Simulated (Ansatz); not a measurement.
Given:

```
CELL_PARAMETERS angstrom
      0.00000     2.75411     2.75411
      2.75411     0.00000     2.75411
      2.75411     2.75411     0.00000
ATOMIC_POSITIONS crystal
  Mg 0.00000 0.00000 0.00000
  Se 0.50000 0.50000 0.50000
```

All values below come from PBE with spin-orbit coupling, rigid bands (plane waves, PAW; Ansatz, an electronic-structure program). Condition of this run: functional PBE, cell relaxed with it. How the cell was made: cell and atoms relaxed with PBE.

Problem. What conductivity effective mass do dilute electrons have at 300 K?

Solution. 0.29 mₑ.

Problem. Predict the hole conductivity mass (n e² τ/σ) at 300 K, by direction if it differs.

Solution. 1.01 mₑ.

Problem. And the band gap?

Solution. 1.64 eV at this level; semilocal functionals usually fall short of the measured gap.

Rigid bands, one relaxation time for all states, no polarons.
